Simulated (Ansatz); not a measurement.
```
CELL_PARAMETERS angstrom
     21.50000     0.00000     0.00000
      0.00000    21.50000     0.00000
      0.00000     0.00000     5.65385
ATOMIC_POSITIONS crystal
  Zn 0.74240 0.50000 0.66715
  O  0.73512 0.57639 0.83285
  O  0.74721 0.50000 0.33285
  Zn 0.69611 0.64249 0.66715
  O  0.64531 0.70001 0.83285
  Zn 0.73054 0.57491 0.16715
  O  0.70001 0.64531 0.33285
  Zn 0.57491 0.73054 0.66715
  O  0.50000 0.74721 0.83285
  Zn 0.64249 0.69611 0.16715
  O  0.57639 0.73512 0.33285
  Zn 0.42509 0.73054 0.66715
  O  0.35469 0.70001 0.83285
  Zn 0.50000 0.74240 0.16715
  O  0.42361 0.73512 0.33285
  Zn 0.30389 0.64249 0.66715
  O  0.26488 0.57639 0.83285
  Zn 0.35751 0.69611 0.16715
  O  0.29999 0.64531 0.33285
  Zn 0.25760 0.50000 0.66715
  O  0.26488 0.42361 0.83285
  Zn 0.26946 0.57491 0.16715
  O  0.25279 0.50000 0.33285
  Zn 0.30389 0.35751 0.66715
  O  0.35469 0.29999 0.83285
  Zn 0.26946 0.42509 0.16715
  O  0.29999 0.35469 0.33285
  Zn 0.42509 0.26946 0.66715
  O  0.50000 0.25279 0.83285
  Zn 0.35751 0.30389 0.16715
  O  0.42361 0.26488 0.33285
  Zn 0.57491 0.26946 0.66715
  O  0.64531 0.29999 0.83285
  Zn 0.50000 0.25760 0.16715
  O  0.57639 0.26488 0.33285
  Zn 0.69611 0.35751 0.66715
  O  0.73512 0.42361 0.83285
  Zn 0.64249 0.30389 0.16715
  O  0.70001 0.35469 0.33285
  Zn 0.73054 0.42509 0.16715
```

Level of theory: PBE (plane waves to 420 eV, PAW; Ansatz, a quantum-chemistry and plane-wave program). Mesh 1×1×6. No spin polarisation. One-dimensional cell, images about 11 Å apart. A hypothetical model, rolled from the flat sheet. It keeps the symmetry and period of its start, so it need not be a minimum against all distortions.

Problem. Tabulate the two highest filled and two lowest empty levels along the axis, from the valence top.

Solution. 
| k (2π/c) | v2 (eV) | v1 (eV) | c1 (eV) | c2 (eV) |
|---|---|---|---|---|
| 0.000 | -0.07 | 0.00 | 1.63 | 2.05 |
| 0.042 | -0.07 | -0.03 | 1.66 | 2.07 |
| 0.083 | -0.11 | -0.10 | 1.74 | 2.13 |
| 0.125 | -0.20 | -0.13 | 1.87 | 2.22 |
| 0.167 | -0.26 | -0.18 | 2.02 | 2.35 |
| 0.208 | -0.33 | -0.25 | 2.19 | 2.49 |
| 0.250 | -0.42 | -0.33 | 2.37 | 2.66 |
| 0.292 | -0.52 | -0.41 | 2.57 | 2.84 |
| 0.333 | -0.63 | -0.51 | 2.77 | 3.03 |
| 0.375 | -0.75 | -0.61 | 2.98 | 3.23 |
| 0.417 | -0.86 | -0.72 | 3.19 | 3.44 |
| 0.458 | -0.86 | -0.84 | 3.40 | 3.66 |
| 0.500 | -0.86 | -0.86 | 3.62 | 3.62 |
